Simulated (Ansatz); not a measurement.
# Predicting one run from its neighbours: the pressure against the volume, Ag (Fm-3m, 1 atom in the cell)

```
CELL_PARAMETERS angstrom
      0.00000     2.00129     2.00129
      2.00129     0.00000     2.00129
      2.00129     2.00129     0.00000
ATOMIC_POSITIONS crystal
  Ag 0.00000 0.00000 0.00000
```

Method: PBE, PAW files (plane waves; Ansatz, a first-principles code).

Base settings: basis.ecutwfc = 30.9 Ry; kpoints.mp_grid.grid = 14 14 14; hamiltonian.xc = pbe; hamiltonian.pseudopotentials = {kind: paw} (the program's default PAW files); scf.occupations.method = gaussian; scf.occupations.width = 0.02 Ry.

The starting cell comes from a database of computed structures (which also holds hypothetical and non-ambient phases and stackings), without a prior relaxation at this level. Its lattice was rescaled by a random factor within 2.5 % of one. In the cell shown, with a pressure of about 13 GPa the cell is away from its equilibrium volume at this level. Ansatz's pressure includes its estimate of the finite-basis (Pulay) stress.

Murnaghan's equation with B′ set to 4 (a common value, assumed and not fitted) makes the pressure a straight line in x = (V₁/V)⁴, here with V₁ = 16.031 Å³/atom: P = a + b·x. The rows are the cell shown with its lattice scaled (for instance lattice scaled by 0.97, lattice scaled by 0.985, lattice scaled by 1.015, lattice scaled by 1.03); fractional positions and shape were held.

```
volume (Å³/atom)  (V₁/V)⁴  pressure (GPa)
----------------  -------  --------------
17.517             0.7015            1.85
16.763             0.8364               ?
16.031             1.0000           13.39
15.320             1.1990           21.68
14.631             1.4413           32.17
```

### Question
Fit the line to the 4 rows given and predict the withheld one.

### Answer
Means: x̄ = 1.0855, ȳ = 17.273. Σ(x − x̄)(y − ȳ) = 12.05 and Σ(x − x̄)² = 0.2942, so b = 40.97 and a = ȳ − b·x̄ = -27.200; P = 0 at x₀ = −a/b = 0.6639, so V₀ = V₁·x₀^(−1/4) = 17.76 Å³/atom and B₀ = 4·b·x₀ = 109 GPa (for B′ = 4 and held positions; extrapolated beyond the rows). The largest residual of the fitted rows is 0.38. At x = 0.8364 the line gives 7.07 GPa. The run gave 6.90 GPa, a miss of 0.17 GPa. The rows were chosen because the form fits them, the withheld one included, so this shows the method and is no test of the form.

Left out of this page: 5 runs of the series outside the window shown, repeating another row's setting, or not comparable.

Keys are those of Ansatz 0.2.
